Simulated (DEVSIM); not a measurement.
Structure: abrupt Si p-n junction, at 300 K.

Layer 1 from the left is Si, thickness (μm) 5.80, Na (cm⁻³) 8.3e18, τn (s) 3.1e-7, τp (s) 3.1e-7. Layer 2 from the left is Si, thickness (μm) 5.00, Nd (cm⁻³) 4e17, τn (s) 3.1e-7, τp (s) 3.1e-7.

Left contact: ohmic. Right contact: ohmic. Voltage is applied to the left contact. Recombination: SRH at mid-gap, radiative, Auger. Mobility is constant in doping.

The device is made up for the run: typed textbook-type constants, with dimensions and the other settings drawn at random. Values at 300 K.

Si: gap (eV) 1.124, affinity (eV) 4.05, permittivity 11.7, Nc (cm⁻³) 2.86e19, Nv (cm⁻³) 3.1e19, μn (cm²/Vs) 1417, μp (cm²/Vs) 470, B (cm³/s) 4.7e-15, Cn (cm⁶/s) 2.8e-31, Cp (cm⁶/s) 9.9e-32.

Simulated with DEVSIM: 1D drift-diffusion, Boltzmann statistics, complete ionisation; no tunnelling, impact ionisation, image-force lowering or self-heating.

What does the simulation give for the dark forward voltage at 100 A/cm², the dark forward voltage at 1 A/cm², the potential step across the device at zero bias, the largest field in the device at zero bias?

dark forward voltage at 100 A/cm² 0.828 V; dark forward voltage at 1 A/cm² 0.707 V; potential step across the device at zero bias 0.980 V; largest field in the device at zero bias 340000 V/cm.
